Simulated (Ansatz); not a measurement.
Interstitial H in rock-salt CaO, relaxed from 2 sites or starts (void with 4Ca4O nearest; bound to O, open side); at each charge the lowest end counts.

Calculation: PBE, PAW (plane waves to 420 eV; Ansatz, an electronic-structure program). Set-up: 64-site cell; 2×2×2 shifted k-points; host gap 3.66 eV; charged states image-corrected; finite-size errors of tenths of an eV.

| charge | neighbours at the lowest end (Å) | corrected energy + q E_VBM, against the first (eV) |
|---|---|---|
| +1 | O 0.97, Ca 2.21, Ca 2.21, Ca 2.21, O 2.60, O 2.60, O 2.60 | 0.00 |
| 0 | Ca 2.12, Ca 2.12, Ca 2.13, Ca 2.13, O 2.17, O 2.18, O 2.18, O 2.18 (the shell may go on) | 3.49 |
| −1 | Ca 2.04, Ca 2.04, Ca 2.04, Ca 2.04 | 5.14 |

Charges from +1 to −1 were run. The lines E(q) + q E_F give the stable charge, which changes above the valence-band maximum at (+1/−1) at 2.57 eV. A charge is skipped: negative-U behaviour.
